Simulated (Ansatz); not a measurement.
Start from Ir in the fcc (Cu type) structure (space group Fm-3m, No. 225; a = 3.846 Å; relaxed with 0.1 eV smearing). Axes: x, y, z lie along the cube axes.

Structures relaxed with r2SCAN (Ansatz, a program for electronic structure; PAW; 500 eV plane waves; no spin-orbit coupling), earlier PAW set.

Base:

Simulated powder pattern, Cu Kα1, λ = 1.54056 Å (kinematic, ideal powder, no thermal factors, no anomalous dispersion; the 10 strongest lines at most, above 2 %, up to 2θ = 90°):

```
2θ (°)  I/Imax (%)    hkl
------  ----------  -----
40.60          100  (111)
47.23           49  (200)
69.02           33  (220)
83.26           40  (311)
87.87           12  (222)
```

One thing is altered: uniaxial stress, 8 GPa tension along x, with the cell and atoms free to relax against it.

Where do the lines fall after the change?


Simulated powder pattern, Cu Kα1, λ = 1.54056 Å (kinematic, ideal powder, no thermal factors, no anomalous dispersion; the 10 strongest lines at most, above 2 %, up to 2θ = 90°):

```json
[
 {"2θ (°)": "40.50", "I/Imax (%)": "100", "hkl": "(111)"},
 {"2θ (°)": "46.41", "I/Imax (%)": "17", "hkl": "(200)"},
 {"2θ (°)": "47.46", "I/Imax (%)": "32", "hkl": "(020)"},
 {"2θ (°)": "68.55", "I/Imax (%)": "22", "hkl": "(220)"},
 {"2θ (°)": "69.38", "I/Imax (%)": "11", "hkl": "(022)"},
 {"2θ (°)": "81.99", "I/Imax (%)": "14", "hkl": "(311)"},
 {"2θ (°)": "83.53", "I/Imax (%)": "27", "hkl": "(131)"},
 {"2θ (°)": "87.61", "I/Imax (%)": "12", "hkl": "(222)"}
]
```

The indices refer to the base's conventional cell; one index is shown for lines that coincide. The space group is now I4/mmm (No. 139).

Load acts through the strain it causes; cell and atoms are relaxed under it. Stability under load was not tested beyond the relaxation. The final runs are not spin-polarised.
